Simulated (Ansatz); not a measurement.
Input:

```yaml
crystal:
  lattice:
    - [4.80294, 0.00000, 0.00000]
    - [0.00000, 4.80294, 0.00000]
    - [0.00000, 0.00000, 3.19637]
  atoms:
    - { symbol: Sn, position: [0.00000, 0.00000, 0.00000] }
    - { symbol: Sn, position: [0.50000, 0.50000, 0.50000] }
    - { symbol: O, position: [0.30629, 0.30629, 0.00000] }
    - { symbol: O, position: [0.69371, 0.69371, 0.00000] }
    - { symbol: O, position: [0.80629, 0.19371, 0.50000] }
    - { symbol: O, position: [0.19371, 0.80629, 0.50000] }
```

Method: PBE, rigid bands (plane waves, PAW, scalar-relativistic; Ansatz, an electronic-structure program). Condition of this run: biaxial stress in the c plane of -2 GPa (compression positive) (the target of the relaxation). How the cell was made: cell and atoms relaxed with PBEsol, then loaded as said.

Problem. Predict the electron conductivity mass (n e² τ/σ) at 300 K, by direction if it differs.

Solution. 0.20 (x), 0.20 (y), 0.179 (z) mₑ.

Problem. Predict the hole conductivity mass (n e² τ/σ) at 300 K, by direction if it differs.

Solution. 1.44 (x), 1.44 (y), 2.1 (z) mₑ.

Problem. And the band gap?

Solution. 0.96 eV at this level; semilocal functionals usually fall short of the measured gap.

Rigid bands, one relaxation time for all states, no polarons. Spin-orbit coupling is left out; where it splits the top of the valence band it changes the hole mass and lowers the gap by about a third of the splitting. Geometry: cell and atoms relaxed with PBEsol.
